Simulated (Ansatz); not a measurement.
Pt₃Ga (Pm-3m, No. 221, 4 atoms in the cell; start mp-11407): properties by level of theory

```tsv
level (code)	equilibrium lattice constant a (Å)	bulk modulus (GPa)
LDA (Ansatz)	3.864	266
PBEsol (Ansatz)	3.890	249
r²SCAN (Ansatz)	3.908	240
```

Caveats: the bulk modulus is −V dP/dV from two relaxed cells at ±2 % in volume (LDA, PBEsol, r²SCAN); the relaxation could not lower the start's symmetry, so the cell can be a saddle point above a distorted one (LDA, PBEsol, r²SCAN). Ansatz's density-functional and Hartree–Fock values are scalar-relativistic unless marked +SOC, with PAW data made under PBE.

The crystal itself was run without spin with LDA, PBEsol, r²SCAN; a magnetic state was not tried in these runs.

Static lattice: no zero-point or thermal effects.

A start named mp-… is a Materials Project structure, which need not be a measured phase.

Ansatz is a quantum-chemistry and plane-wave program.
